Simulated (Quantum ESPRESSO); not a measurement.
Input and output of a self-consistent single point for LiF (Fm-3m, 2 atoms in the cell) (Quantum ESPRESSO).

Level of theory: PBE, SSSP 1.1.2 efficiency (PBE) pseudopotentials (plane waves; Quantum ESPRESSO).

```xyz
2
Lattice="-2.0170 0.0000 2.0170 0.0000 2.0170 2.0170 -2.0170 2.0170 0.0000" Properties=species:S:1:pos:R:3 pbc="T T T"
Li     0.0000     0.0000     0.0000
F     -2.0170     2.0170     2.0170
```

Reference input (self-consistent single point, DFT, PBE, plane waves, SSSP 1.1.2 efficiency (PBE) pseudopotentials): ecutwfc = 40 Ry; ecutrho = 320 Ry; occupations = fixed; potentials = {Li: li_pbe_v1.4.uspp.F.UPF, F: f_pbe_v1.4.uspp.F.UPF}; K_POINTS = automatic 11 11 11 0 0 0; nbnd = 9; conv_thr = 1e-10 Ry; mixing_beta = 0.7. This run's input differs from it in these lines:

```diff
@@ -13,4 +13,4 @@
    ntyp = 2
-   ecutwfc = 40
-   ecutrho = 320
+   ecutwfc = 80
+   ecutrho = 640
    occupations = 'fixed'
```

Log, with long lists cut:

```
     Self-consistent Calculation

     iteration #  1     ecut=    80.00 Ry     beta= 0.70

     Threshold (ethr) on eigenvalues was too large:
     Diagonalizing with lowered threshold

     total energy              =     -63.35993921 Ry
     estimated scf accuracy    <       0.03107839 Ry

     iteration #  2     ecut=    80.00 Ry     beta= 0.70

     total energy              =     -63.36238239 Ry
     estimated scf accuracy    <       0.00837208 Ry

     iteration #  3     ecut=    80.00 Ry     beta= 0.70

     total energy              =     -63.36476205 Ry
     estimated scf accuracy    <       0.00135576 Ry

   [... 4 blocks of this kind left out ...]

     iteration #  8     ecut=    80.00 Ry     beta= 0.70

     total energy              =     -63.36500983 Ry
     estimated scf accuracy    <          1.7E-10 Ry

     iteration #  9     ecut=    80.00 Ry     beta= 0.70
     End of self-consistent calculation

     highest occupied, lowest unoccupied level (ev):     0.8327    9.8590

!    total energy              =     -63.36500983 Ry
     estimated scf accuracy    <          1.1E-11 Ry

     convergence has been achieved in   9 iterations

     Forces acting on atoms (cartesian axes, Ry/au):

     atom    1 type  1   force =     0.00000000    0.00000000    0.00000000
     atom    2 type  2   force =     0.00000000    0.00000000    0.00000000

     Total force =     0.000000     Total SCF correction =     0.000000

          total   stress  (Ry/bohr**3)                   (kbar)     P=       16.55
   0.00011252  -0.00000000  -0.00000000           16.55       -0.00       -0.00
  -0.00000000   0.00011252   0.00000000           -0.00       16.55        0.00
  -0.00000000   0.00000000   0.00011252           -0.00        0.00       16.55

   JOB DONE.
```

The run converged in 9 iterations. Against the reference run the free energy goes down by 2.0 meV/atom, the pressure goes from 1.24 to 1.66 GPa and the gap on the mesh hardly changes (9.025 to 9.026 eV).

The starting cell comes from a database of computed structures (which also holds hypothetical and non-ambient phases and stackings), without a prior relaxation at this level. Its lattice was rescaled by a random factor within 2.5 % of one.
